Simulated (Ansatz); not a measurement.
Calculation: PBE (plane waves to 420 eV, PAW; Ansatz, an electronic-structure program).

Plane-averaged electrostatic potential energy along the normal, in eV from the Fermi level, for CH3 on graphene, one in a 3x3 cell, started at the site 'top C':

(z (Å), V (eV)): (5.05, 4.32); (5.34, 4.32); (5.64, 4.32); (5.94, 4.32); (6.23, 4.32); (6.53, 4.32); (6.83, 4.31); (7.12, 4.30); (7.42, 4.26); (7.72, 4.16); (8.02, 3.88); (8.31, 3.11); (8.61, 0.96); (8.91, -5.26); (9.20, -18.71); (9.50, -27.07); (9.80, -20.33); (10.09, -7.18); (10.39, -0.26); (10.69, 2.39); (10.98, 2.90); (11.28, 2.23); (11.58, 1.47); (11.87, 1.03); (12.17, 2.27); (12.47, 3.33); (12.77, 3.63); (13.06, 3.73); (13.36, 3.77); (13.66, 3.78); (13.95, 3.79); (14.25, 3.79); (14.55, 3.79); (14.84, 3.79); (15.14, 3.79); (15.44, 3.79); (15.73, 3.79); (16.03, 3.79); (16.33, 3.79)

Slab: 22 atoms; k 4x4x1, smearing 0.05 eV, dipole-corrected; 1 atoms held, the rest relaxed; no symmetry held; spin-polarised, no spin-orbit, no U, no dispersion correction. At the end it is bonded to C. In PBE it is, or lies within 0.03 eV of, the lowest of the starts that converged.

Question: The surface cell has an area of 47.42 Å². What dipole along the normal does the step between the two vacuum levels imply?

Answer: the top vacuum level lies 0.53 eV below the bottom one; p = −ε₀ A ΔV (ε₀ = 0.005526 e/(V·Å)) gives 0.14 e·Å a cell.
